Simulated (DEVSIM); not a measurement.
Structure: abrupt Si p-n junction, at 400 K.

```tsv
layer (left to right)	material	thickness (μm)	Nd (cm⁻³)	Na (cm⁻³)	τn (s)	τp (s)
1	Si	47.0	-	5.7e16	3.4e-6	3.4e-6
2	Si	260	1.1e17	-	3.4e-6	3.4e-6
```

Left contact: ohmic. Right contact: ohmic. Voltage is applied to the left contact. Recombination: SRH at mid-gap. Gap narrowing is on: ΔEg = 6.92 meV × (l + √(l² + 0.5)), l = ln(N/1.3e17 cm⁻³), shared equally by both band edges. Mobility is constant in doping.

The device is made up for the run: typed textbook-type constants, with dimensions and the other settings drawn at random. Values at 300 K; Nc and Nv go as T^1.5, mobilities as T to minus their exponent, the gap by Varshni's rule with the affinity fixed.

| parameter | Si |
|---|---|
| gap (eV) | 1.124 |
| affinity (eV) | 4.05 |
| permittivity | 11.7 |
| Nc (cm⁻³) | 2.86e19 |
| Nv (cm⁻³) | 3.1e19 |
| μn (cm²/Vs) | 1417 |
| μp (cm²/Vs) | 470 |
| T exponent of μn | 2.3 |
| T exponent of μp | 2.2 |
| Varshni α (eV/K) | 0.000473 |
| Varshni β (K) | 636 |

Simulated with DEVSIM: 1D drift-diffusion, Boltzmann statistics, complete ionisation; no tunnelling, impact ionisation, image-force lowering or self-heating.

Problem. Tabulate band edges, carrier densities and field at 0.9 V on the left contact.

Solution. Energies count from the Fermi level of the right contact; mesh points crowd at the junctions.

| x (μm) | Ec (eV) | Ev (eV) | n (cm⁻³) | p (cm⁻³) | field (V/cm) |
|---|---|---|---|---|---|
| 0.000 | -0.037 | -1.132 | 6.0e8 | 5.7e16 | 26 |
| 0.06826 | -0.037 | -1.132 | 1.6e14 | 5.7e16 | 26 |
| 0.3304 | -0.037 | -1.131 | 7.9e14 | 5.8e16 | 26 |
| 1.337 | -0.034 | -1.129 | 3.1e15 | 6.0e16 | 24 |
| 8.165 | -0.021 | -1.115 | 1.6e16 | 7.3e16 | 17 |
| 29.34 | 0.006 | -1.088 | 4.4e16 | 1.0e17 | ≈ 0 |
| 42.42 | 0.018 | -1.077 | 5.9e16 | 1.2e17 | ≈ 0 |
| 46.26 | 0.021 | -1.074 | 6.4e16 | 1.2e17 | ≈ 0 |
| 46.83 | 0.021 | -1.073 | 6.4e16 | 1.2e17 | ≈ 0 |
| 46.97 | 0.020 | -1.075 | 6.7e16 | 1.2e17 | -1200 |
| 47.02 | -0.008 | -1.100 | 1.5e17 | 5.5e16 | -2300 |
| 47.24 | -0.010 | -1.103 | 1.6e17 | 5.2e16 | ≈ 0 |
| 48.00 | -0.009 | -1.102 | 1.6e17 | 5.1e16 | ≈ 0 |
| 50.92 | -0.008 | -1.100 | 1.6e17 | 5.0e16 | ≈ 0 |
| 70.74 | 0.006 | -1.087 | 1.5e17 | 4.0e16 | ≈ 0 |
| 138.3 | 0.057 | -1.036 | 1.3e17 | 2.0e16 | ≈ 0 |
| 258.2 | 0.160 | -0.932 | 1.2e17 | 5.7e15 | ≈ 0 |
| 294.3 | 0.194 | -0.898 | 1.1e17 | 2.0e15 | ≈ 0 |
| 304.9 | 0.204 | -0.888 | 1.1e17 | 3.8e14 | ≈ 0 |
| 306.5 | 0.206 | -0.887 | 1.1e17 | 9.7e13 | ≈ 0 |
| 306.9 | 0.206 | -0.886 | 1.1e17 | 2.2e13 | ≈ 0 |
| 307.0 | 0.207 | -0.886 | 1.1e17 | 3.3e8 | ≈ 0 |
